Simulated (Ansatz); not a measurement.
For GaP (model structure, started from the h-BN type, P6₃/mmc, No. 194, 4 atoms in the cell), PBEsol (Ansatz, a quantum-chemistry and plane-wave program, plane waves, PAW) gives:

```
Quantity               Value
-------------------  -------
lattice constant a   4.035 Å
lattice parameter c  5.638 Å
```

**Question.** What does PBE-D3(BJ) (PAW; Ansatz) give for the same quantities?

**Answer.** 
- lattice constant a: 4.035 Å (is nearly the same)
- lattice parameter c: 5.672 Å (rises by 0.6 %)

Changes are worked out from the printed values.

Unless a cell is named, each level is at its own relaxed cell (PBEsol 19.88, PBE-D3(BJ) 20.00 Å³/atom).

Ansatz's density-functional and Hartree–Fock values are scalar-relativistic unless marked +SOC, with PAW data made under PBE.

A model structure was made by putting elements into a prototype or built by hand; it is no filed structure, need not be a known phase, and can be a saddle point held by its symmetry.
